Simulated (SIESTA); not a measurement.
# SIESTA run on CrGaO4 (Amm2, 6 atoms in the cell): self-consistent single point

Method: SIESTA with GGA PBEsol+U, numerical atomic orbitals DZP, PseudoDojo PBEsol standard norm-conserving potentials (rewritten from UPF to PSML).

Input:

```
# files in the folder: Cr.psml Ga.psml O.psml (PseudoDojo PBEsol standard)
SystemName  CrGaO4
SystemLabel crgao4

NumberOfAtoms                6
NumberOfSpecies              3
%block ChemicalSpeciesLabel
  1 24 Cr
  2 31 Ga
  3 8 O
%endblock ChemicalSpeciesLabel
LatticeConstant              1.0 Ang
%block LatticeVectors
     2.965520000    0.000000000    0.000000000
     0.000000000    3.259025000    3.161760000
     0.000000000   -3.259025000    3.161760000
%endblock LatticeVectors
AtomicCoordinatesFormat      ScaledCartesian
%block AtomicCoordinatesAndAtomicSpecies
     0.000000000   -0.000000000    3.151705603  1
     1.482760000   -0.000000000    6.314477366  2
     0.000000000   -0.000000000    5.015246947  3
     1.482760000   -1.234062406    3.145571789  3
     1.482760000    1.234062406    3.145571789  3
     0.000000000   -0.000000000    1.283042208  3
%endblock AtomicCoordinatesAndAtomicSpecies

XC.functional                GGA
XC.authors                   PBEsol
PAO.BasisSize                DZP
PAO.EnergyShift              0.01 Ry
MeshCutoff                   350 Ry
%block kgrid.MonkhorstPack
    8   0   0  0.0
    0   5   0  0.0
    0   0   5  0.0
%endblock kgrid.MonkhorstPack
OccupationFunction           FD
ElectronicTemperature        1160.45 K
Spin                         polarized
%block DM.InitSpin
  1 +3.00
  2 +0.00
  3 +0.00
  4 +0.00
  5 +0.00
  6 +0.00
%endblock DM.InitSpin
DFTU.ProjectorGenerationMethod 2
DFTU.CutoffNorm              0.9
DFTU.FirstIteration          true
%block DFTU.proj
  Cr 1
  n=3 2
  3.70 0.00
  0.00 0.00
%endblock DFTU.proj

MaxSCFIterations             150
SCF.Mixer.Method             Pulay
SCF.Mixer.Weight             0.1
SCF.Mixer.History            6
SCF.DM.Tolerance             1.0E-05
Diag.ParallelOverK           true
WriteForces                  true
Charge.Mulliken              end
```

The program printed (abridged):

```
reinit: Reading from file input.fdf

reinit: System Name: CrGaO4
reinit: System Label: crgao4

NOTE on units for spin output:
{S} is the spin magnetic moment, in units of the Bohr magneton,
assuming a g-factor for the electron spin of exactly 2.
The spin magnetic moment is then numerically equal to the charge inbalance,
in units of electrons, between the spin-up and -down channels.

coor:   Atomic-coordinates input format  =     Cartesian coordinates
coor:                                          (in units of alat)

siesta: Atomic coordinates (Bohr) and species
siesta:      0.00000  -0.00000   5.95586  1        1
siesta:      2.80201  -0.00000  11.93263  2        2
siesta:      0.00000  -0.00000   9.47744  3        3
siesta:      2.80201  -2.33204   5.94427  3        4
siesta:      2.80201   2.33204   5.94427  3        5
siesta:      0.00000  -0.00000   2.42460  3        6

siesta: System type = bulk

initatomlists: Number of atoms, orbitals, and projectors:      6    89    88

siesta: ******************** Simulation parameters ****************************
redata: Spin configuration                          = collinear
redata: Time-Reversal Symmetry                      = T
redata: Number of Atomic Species                    =        3
redata: Mesh Cutoff                                 =   350.0000 Ry
redata: Net charge of the system                    =     0.0000 |e|
redata: Min. number of SCF Iter                     =        0
redata: Max. number of SCF Iter                     =      150
redata: SCF convergence failure will abort job
redata: SCF mix quantity                            = Hamiltonian
redata: Mix DM or H after convergence               =   F
redata: Recompute H after scf cycle                 =   F
redata: Mix DM in first SCF step                    =   T
redata: No kicks to SCF
redata: DM Mixing Weight for Kicks                  =     0.5000
   [... lines left out ...]

superc: Internal auxiliary supercell:     7 x     5 x     5  =     175
superc: Number of atoms, orbitals, and projectors:   1050  15575  15400

                        Single-point calculation

superc: Internal auxiliary supercell:     7 x     5 x     5  =     175
superc: Number of atoms, orbitals, and projectors:   1050  15575  15400

outcell: Unit cell vectors (Ang):
        2.965520    0.000000    0.000000
        0.000000    3.259025    3.161760
        0.000000   -3.259025    3.161760

outcell: Cell vector modules (Ang)   :    2.965520    4.540702    4.540702
outcell: Cell angles (23,13,12) (deg):     91.7358     90.0000     90.0000
outcell: Cell volume (Ang**3)        :     61.1149
new_DM -- step:     1
Initializing Density Matrix...

Attempting to read DM from file... Failed...
DM filled with atomic data (user-defined):

InitMesh: MESH = 36 x 54 x 54 = 104976
InitMesh: Mesh cutoff (required, used) =   350.000   391.239 Ry
hubbard_term: recalculating local occupations    1
hubbard_term: maximum change in local occup.    0.760372
hubbard_term: recalculating Hamiltonian

stepf: Fermi-Dirac step function
hubbard_term: recalculating local occupations    1
hubbard_term: maximum change in local occup.    0.590071
hubbard_term: recalculating Hamiltonian
        iscf     Eharris(eV)        E_KS(eV)     FreeEng(eV)     dDmax    Ef(eV) dHmax(eV)
   scf:    1    -6093.554746    -6225.383725    -6225.453632  0.771786 -0.444568 49.419596
     spin moment: {S} , |S| = {        0.0        0.0    0.82115 }     0.82115
   scf:    2    -6287.496443    -6259.645025    -6259.750875  0.209690 -3.128360 31.446395
     spin moment: {S} , |S| = {        0.0        0.0    1.00000 }     1.00000
   scf:    3    -6160.674501    -6257.645266    -6257.820616  0.218114 -5.854978 28.818920
     spin moment: {S} , |S| = {        0.0        0.0    1.87147 }     1.87147
   scf:    4    -6081.335730    -6234.572021    -6234.645128  0.290792 -0.845566 45.126537
     spin moment: {S} , |S| = {        0.0        0.0    0.90762 }     0.90762
   scf:    5    -6295.469816    -6269.255281    -6269.322165  0.225790 -3.977340 24.329639
     spin moment: {S} , |S| = {        0.0        0.0    1.00000 }     1.00000
   scf:    6    -6270.901166    -6270.130572    -6270.191569  0.017981 -3.981461 23.529676
   [... lines left out ...]
hubbard_term: maximum change in local occup.    0.000690
   scf:   56    -6285.664934    -6285.664935    -6285.733431  0.000047 -6.060448  0.000436
     spin moment: {S} , |S| = {        0.0        0.0    1.00277 }     1.00277
hubbard_term: recalculating local occupations   40
hubbard_term: maximum change in local occup.    0.000722
   scf:   57    -6285.664947    -6285.664945    -6285.733440  0.000013 -6.060432  0.000358
     spin moment: {S} , |S| = {        0.0        0.0    1.00277 }     1.00277
hubbard_term: recalculating local occupations   41
hubbard_term: maximum change in local occup.    0.000746
   scf:   58    -6285.664939    -6285.664939    -6285.733434  0.000012 -6.060363  0.000141
     spin moment: {S} , |S| = {        0.0        0.0    1.00277 }     1.00277
hubbard_term: recalculating local occupations   42
hubbard_term: maximum change in local occup.    0.000747
   scf:   59    -6285.664939    -6285.664939    -6285.733434  0.000001 -6.060362  0.000107
     spin moment: {S} , |S| = {        0.0        0.0    1.00277 }     1.00277
SCF Convergence by DM+H criterion
max |DM_out - DM_in|         :     0.0000011515
max |H_out - H_in|      (eV) :     0.0001069968
DFT+U population converged by dTol_pop criteria:
max |pop(DFT+U)_i - pop(DFT+U)_j|:     0.0007467612
SCF cycle converged after 59 iterations

Using DM_out to compute the final energy and forces
hubbard_term: recalculating local occupations   43
hubbard_term: maximum change in local occup.    0.000747
hubbard_term: recalculating Hamiltonian and forces

siesta: E_KS(eV) =            -6285.6652

siesta: E_KS - E_eggbox =     -6285.6652

siesta: Atomic forces (eV/Ang):
     1    0.000000   -0.000000   -0.014499
     2   -0.000000   -0.000000   -0.018650
     3    0.000000   -0.000000    0.081944
     4   -0.000000    0.172479    0.017326
     5   -0.000000   -0.172479    0.017326
     6   -0.000000   -0.000000   -0.084074
   Tot    0.000000    0.000000   -0.000627
   Max    0.172479
   Res    0.064308    sqrt( Sum f_i^2 / 3N )
   Max    0.172479    constrained

Stress tensor Voigt[x,y,z,yz,xz,xy] (kbar):       43.04       49.81       55.11       -0.00        0.00       -0.00
(Free)E + p*V (eV/cell)    -6287.6150
Target enthalpy (eV/cell)    -6285.7337

siesta: Program's energy decomposition (eV):
siesta: Ebs     =     -1064.235390
siesta: Eions   =      8142.537020
siesta: Ena     =       715.023503
siesta: Ekin    =      3940.426041
siesta: Enl     =     -1493.185565
siesta: Eso     =         0.000000
siesta: Edftu   =         3.174583
siesta: DEna    =        49.758185
siesta: DUscf   =         5.031436
siesta: DUext   =         0.000000
siesta: Ex      =     -1276.392045
siesta: Ec      =       -86.964339
siesta: Exc     =     -1363.356383
siesta: Eharris =     -6285.664939
siesta: Etot    =     -6285.665221
siesta: FreeEng =     -6285.733716

siesta: Atomic forces (eV/Ang):
siesta:      1    0.000000   -0.000000   -0.014499
siesta:      2   -0.000000   -0.000000   -0.018650
siesta:      3    0.000000   -0.000000    0.081944
siesta:      4   -0.000000    0.172479    0.017326
siesta:      5   -0.000000   -0.172479    0.017326
siesta:      6   -0.000000   -0.000000   -0.084074
   [... lines left out ...]
siesta: Cell volume =         61.114948 Ang**3
siesta:         -49.31983622        -47.79271159  kBar
   [... lines left out ...]
   1  5.391   0.950   0.248  -0.017   0.975   0.967   0.969   0.148   0.156
              0.138   0.191   0.130   0.184   0.106   0.050   0.075   0.007

              0.097   0.007   0.012

Species: Ga
Atom  Qatom  Qorb
               4s      4s      4py     4pz     4px     4py     4pz     4px
               3dxy    3dyz    3dz2    3dxz    3dx2-y2 4dxy    4dyz    4dz2
               4dxz    4dx2-y2
   2  6.131   0.275   0.091   0.123   0.127   0.079   0.053   0.073   0.135
              1.002   1.001   1.005   0.997   0.996   0.036   0.068   0.023

              0.017   0.030

Species: O
Atom  Qatom  Qorb
               2s      2s      2py     2pz     2px     2py     2pz     2px
               3Pdxy   3Pdyz   3Pdz2   3Pdxz   3Pdx2-y2
   3  3.365   0.857   0.026   0.891   0.815   0.812  -0.012  -0.026  -0.014
              0.002   0.002   0.005   0.005   0.002
   4  3.373   0.856   0.033   0.800   0.868   0.813  -0.016   0.007  -0.005
   [... 5 lines left out ...]

mulliken: Qtot =       24.999

Mulliken Atomic Populations:
Atom #   charge [q] valence [e]      Sz [e]  Species
     1     0.788030   13.211970    2.429598  Cr
     2     0.750494   12.249506   -0.013341  Ga
     3    -0.414938    6.414938   -0.315687  O
     4    -0.352909    6.352909   -0.392509  O
     5    -0.352909    6.352909   -0.392509  O
     6    -0.417767    6.417767   -0.312783  O
 Total    -0.000000                1.002769
```

The run converged in 59 iterations.

The starting cell comes from a database of computed structures (which also holds hypothetical and non-ambient phases and stackings), without a prior relaxation at this level. The magnetic order is the one reached from the typed start; others were not searched systematically. With U or open f shells several self-consistent states can exist. Values carry the incompleteness of an atom-centred basis. With a pressure of about -5 GPa the cell is away from its equilibrium volume at this level.

Cost on one core of a shared machine: roughly 9 min.
